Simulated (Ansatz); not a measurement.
# Pressure series in hypothetical CsCl type AuCl

The parent structure is AuCl in the CsCl type structure (space group Pm-3m, No. 221; a = 3.398 Å; a hypothetical phase, not in the database extracts checked).

Cell and atoms are relaxed at each pressure.

All numbers come from plane-wave PAW DFT at the r2SCAN level (Ansatz, a first-principles code, 500 eV), no spin-orbit coupling.

Notes on the quantities. enthalpy: H = E + PV relative to the base's energy.

```json
[
 {"case": "base", "enthalpy": "–", "shortest interatomic distance": "2.943 Å"},
 {"case": "pressure −2 GPa", "enthalpy": "-0.25 eV/atom", "shortest interatomic distance": "2.974 Å"},
 {"case": "pressure −1 GPa", "enthalpy": "-0.12 eV/atom", "shortest interatomic distance": "2.958 Å"},
 {"case": "pressure 3 GPa", "enthalpy": "+0.36 eV/atom", "shortest interatomic distance": "2.904 Å"},
 {"case": "pressure 7 GPa", "enthalpy": "+0.82 eV/atom", "shortest interatomic distance": "2.863 Å"},
 {"case": "pressure 15 GPa", "enthalpy": "+1.69 eV/atom", "shortest interatomic distance": "2.801 Å"},
 {"case": "pressure 30 GPa", "enthalpy": "+3.20 eV/atom", "shortest interatomic distance": "2.721 Å"},
 {"case": "pressure 50 GPa", "enthalpy": "+5.06 eV/atom", "shortest interatomic distance": "[?]"},
 {"case": "pressure 75 GPa", "enthalpy": "+7.20 eV/atom", "shortest interatomic distance": "[?]"},
 {"case": "pressure 100 GPa", "enthalpy": "+9.21 eV/atom", "shortest interatomic distance": "2.533 Å"}
]
```

**Question.** Fill in the withheld entries from the trend.

**Answer.** 
- pressure 50 GPa, shortest interatomic distance: 2.648 Å
- pressure 75 GPa, shortest interatomic distance: 2.583 Å

Load acts through the strain it causes; cell and atoms are relaxed under it. No phonon test of stability was made. No other phases were tried under pressure. No Hubbard U is applied, and correlation can decide whether such a compound is a metal. The final runs are not spin-polarised.
